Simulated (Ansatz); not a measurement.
A computed series for CdS: pressure series

Consider CdS in the zinc blende structure (space group F-43m, No. 216).

```
CdS
1.0
    0.00000     2.87831     2.87831
    2.87831     0.00000     2.87831
    2.87831     2.87831     0.00000
Cd S
1 1
Direct
  0.00000   0.00000   0.00000
  0.25000   0.25000   0.25000
```

Cell and atoms are relaxed at each pressure.

Computed with Kohn–Sham DFT with the LDA functional, run in Ansatz (an electronic-structure program) with PAW and 420 eV plane waves, no spin-orbit coupling.

Candidates:
(a) pressure 9 GPa
(b) pressure 0.9 GPa
(c) pressure 4.5 GPa
(d) pressure 15 GPa

Base values:

Band gap: 0.95 eV

Question: Order them by band gap, highest first.

Answer: (d) pressure 15 GPa (1.24 eV), (a) pressure 9 GPa (1.15 eV), (c) pressure 4.5 GPa (1.06 eV), (b) pressure 0.9 GPa (0.97 eV)

Load acts through the strain it causes; cell and atoms are relaxed under it. No phonon test of stability was made. Tetrahedral semiconductors of this kind turn to denser phases somewhere between about 1 and 50 GPa; those were not computed, so compressed cells here can lie past the real transition.
